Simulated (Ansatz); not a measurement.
Base system: NiO in the rock salt structure (space group Fm-3m, No. 225; a = 4.191 Å; ferromagnetic). Axes: x, y, z lie along the cube axes.

One thing is altered: biaxial strain −0.37 %, plane normal [110], relaxed out of plane (Cartesian); in-plane vectors clamped, the third vector and the atoms free.

Method: r2SCAN in Ansatz (plane waves to 500 eV, PAW, no spin-orbit coupling), earlier PAW set.

Q: Give the band edges at the high-symmetry points of the new zone, measured from its valence-band maximum.

A: 
| point | valence edge (eV) | conduction edge (eV) |
|---|---|---|
| Γ | -2.13 | 0.82 |
| X | -1.18 | 1.29 |
| F₂ | -1.03 | 1.94 |
| Σ₀ | -1.03 | 1.94 |
| Y₀ | -1.03 | 1.94 |
| U₀ | -1.03 | 1.94 |
| R | 0.00 | 3.56 |
| W | -1.19 | 1.70 |
| S | 0.00 | 3.54 |
| T | -1.18 | 1.29 |

The gap is 0.82 eV, indirect, S → Γ.

Stability against distortions was not tested. No Hubbard U is applied and the magnetic state is the run's own (NiO ferromagnetic); other magnetic orders, which need larger cells, were not tried and can change the gap. Where the two band edges lie in opposite spin channels, the gap is a spin-flip gap. In its common phase, real NiO is an antiferromagnetic insulator at low temperature. Labels are those of the standard path for the cell's own space group.

Ansatz is an electronic-structure program.
